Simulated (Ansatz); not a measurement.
# A computed series for Sn: response to strain

Base system: Sn in the diamond structure (space group Fd-3m, No. 227; a = 6.6562 Å; relaxed with 0.1 eV smearing). Axes: x, y, z lie along the cube axes.

Strains are applied to the cell and any free atomic positions relax; under biaxial strain the out-of-plane vector relaxes too.

Method: Ansatz (a first-principles code), PBE, PAW, cutoff 420 eV, without spin-orbit coupling.

Notes on the quantities. energy relative to the base: free energy F.

| biaxial strain, plane normal [001], relaxed out of plane (%) | energy relative to the base (meV/atom) |
|---|---|
| -3 | 12.4 |
| -2.5 | 8.5 |
| -2 | 5.4 |
| -1.5 | 3.0 |
| -1 | ? |
| -0.5 | 0.3 |
| 0 | 0.0 |

### Question
Fit ΔE = Aε² + Bε³ (ε in %) to the rows shown and predict the withheld row.

### Answer
Least squares on the printed values gives A = 1.29 and B = -0.030 meV/atom (largest residual 0.0 meV/atom); this predicts 1.3 meV/atom, and the run gives 1.3 meV/atom, in agreement.

Stability against distortions was not tested.
